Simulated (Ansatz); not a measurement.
Response to strain in Ga2O3

The parent structure is Ga₂O₃ in the corundum structure (space group R-3c, No. 167; a = 5.0577 Å, c = 13.6230 Å (hexagonal axes)). Axes: x lies along a and z along c of the hexagonal cell.

Strains are applied to the cell and any free atomic positions relax; under biaxial strain the out-of-plane vector relaxes too.

Method: Ansatz (an electronic-structure program), PBE, PAW, cutoff 420 eV, no spin-orbit coupling.

Notes on the quantities. energy relative to the base: free energy F.

```csv
variant,ratio −ε⊥/ε∥,energy relative to the base,band gap,electron mass
base,–,0 meV/atom,2.40 eV,0.21 mₑ (at Γ)
"biaxial strain +0.75 %, plane normal [001], relaxed out of plane",–,+1.5 meV/atom,2.28 eV,0.20 mₑ (at Γ)
"biaxial strain +1.50 %, plane normal [001], relaxed out of plane",0.68,+5.9 meV/atom,2.15 eV,0.20 mₑ (at Γ)
"biaxial strain +2.25 %, plane normal [001], relaxed out of plane",0.67,+13 meV/atom,2.01 eV,0.19 mₑ (at Γ)
"biaxial strain +3.00 %, plane normal [001], relaxed out of plane",0.67,+23 meV/atom,1.86 eV,0.18 mₑ (at Γ)
```

Masses are band curvatures over ±0.01 Å⁻¹ around the edge. No phonon test of stability was made.
